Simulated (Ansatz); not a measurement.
System: CsCl-type TiCo. Method: r²SCAN+rVV10 in Ansatz (plane waves, PAW).

Settings: plane-wave cutoff 600 eV, 16×16×16 k mesh, Fermi–Dirac smearing 0.1 eV, finite displacements, no spin polarisation, scalar-relativistic PAW data made under PBE.

Computed at the level's own relaxed cell.

```xyz
2
Lattice="2.9427 0.0000 0.0000 0.0000 2.9427 0.0000 0.0000 0.0000 2.9427" Properties=species:S:1:pos:R:3 pbc="T T T"
Ti     0.0000     0.0000     0.0000
Co     1.4714     1.4714     1.4714
```

Harmonic phonon frequencies (cm⁻¹; i marks an imaginary mode):

```csv
q point,frequencies
Γ,(withheld)
X,133 133 163 163 182 329
M,107 107 124 171 291 291
```

Fill in the missing entries.


- Γ, frequencies: 0 0 0 233 233 233

No imaginary mode appears at these points.

Ansatz is a first-principles code.
